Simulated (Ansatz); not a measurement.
A self-consistent single point of Sn (I4_1/amd, 2 atoms in the cell) with Ansatz (a program for electronic structure).

Computed with PBEsol, default PAW files made with PBE (plane waves; Ansatz).

```yaml
crystal:
  lattice:
    - [-2.91500, 2.91500, 1.59000]
    - [2.91500, -2.91500, 1.59000]
    - [2.91500, 2.91500, -1.59000]
  atoms:
    - { symbol: Sn, position: [0.25000, 0.75000, 0.50000] }
    - { symbol: Sn, position: [0.00000, 0.00000, 0.00000] }
```

Reference input (self-consistent single point, DFT, PBE, plane waves, default PAW files): kpoints.mp_grid.grid = 8 8 8; hamiltonian.xc = pbe; hamiltonian.pseudopotentials = {kind: paw} (the program's default PAW files); scf.occupations.method = gaussian; scf.occupations.width = 0.1 eV. This run's input differs from it in these lines:

Ansatz 0.2 input:
```diff
@@ -12,3 +12,3 @@
 hamiltonian:
-  xc: pbe
+  xc: pbesol
   pseudopotentials: { kind: paw }
```

The program printed (abridged):

```
SCF iter   1: F=—  HF=-11899.553389 eV  |F-HF|=—  |Δ(HF+E_count)|=         —  Δρ=2.57e-3  dr2=2.65e-3  ethr=1.77e-3  ⟨swp⟩=5.7  Hψ=5297  notcnv=0
all-band conjugate gradients solve this SCF's bands
preconditioner: auto → Kerker (q_TF=auto, 2.445 Å⁻¹)
SCF iter   2: F=—  HF=-11899.550427 eV  |F-HF|=—  |Δ(HF+E_count)|=   2.96e-3  Δρ=1.62e-3  dr2=1.09e-3  ethr=9.48e-6  ⟨swp⟩=1.9  Hψ=1868  notcnv=0
SCF iter   3: F=—  HF=-11899.550114 eV  |F-HF|=—  |Δ(HF+E_count)|=   3.14e-4  Δρ=7.20e-4  dr2=1.51e-4  ethr=3.89e-6  ⟨swp⟩=2.0  Hψ=1881  notcnv=0
SCF iter   4: F=—  HF=-11899.550000 eV  |F-HF|=—  |Δ(HF+E_count)|=   1.14e-4  Δρ=3.38e-4  dr2=4.66e-5  ethr=5.40e-7  ⟨swp⟩=2.0  Hψ=1881  notcnv=0
SCF iter   5: F=—  HF=-11899.549980 eV  |F-HF|=—  |Δ(HF+E_count)|=   2.02e-5  Δρ=1.90e-4  dr2=1.46e-5  ethr=1.67e-7  ⟨swp⟩=2.0  Hψ=1851  notcnv=0
SCF iter   6: F=—  HF=-11899.549972 eV  |F-HF|=—  |Δ(HF+E_count)|=   7.37e-6  Δρ=6.87e-5  dr2=1.80e-6  ethr=5.21e-8  ⟨swp⟩=2.1  Hψ=1674  notcnv=0
SCF iter   7: F=-11899.549971 eV  HF=-11899.549971 eV  |F-HF|=1.02e-7  |Δ(HF+E_count)|=   1.00e-6  Δρ=1.64e-5  dr2=8.15e-8  ethr=3.57e-10  ⟨swp⟩=4.0  Hψ=5015  notcnv=0
SCF 1 converged in 7 iterations: F = -11899.549971 eV  dr2 = 8.15e-8
Free energy (F): -11899.549971 eV
Internal energy: -11899.544534 eV  (E = F + TS)
E sigma→0 (E₀):  -11899.547252 eV
Entropy (-TS):   -0.005438 eV (-2.719 meV/atom)
Fermi energy:    10.615600 eV
--- Forces (eV/Å), atoms counted from 1 ---
  atom   1  Sn     0.00000000    -0.00000000     0.00000000
  atom   2  Sn    -0.00000000     0.00000000     0.00000000
--- Stress (GPa, compression-positive) ---
       -0.782918       0.000000      -0.000000
        0.000000      -0.782918      -0.000000
        0.000000      -0.000000       0.762373
  P = ⅓ Tr σ = -0.2678 GPa (-2.678 kbar)
  The stress holds the Pulay correction. Without it, at fixed plane waves, as pw.x and ABINIT print it: P = -0.3008 GPa
```

The run converged in 7 iterations. Against the reference run the pressure goes from 2.71 to -0.27 GPa.

The starting cell has typed, rounded lattice constants, without a prior relaxation at this level. Ansatz's pressure includes its estimate of the finite-basis (Pulay) stress.
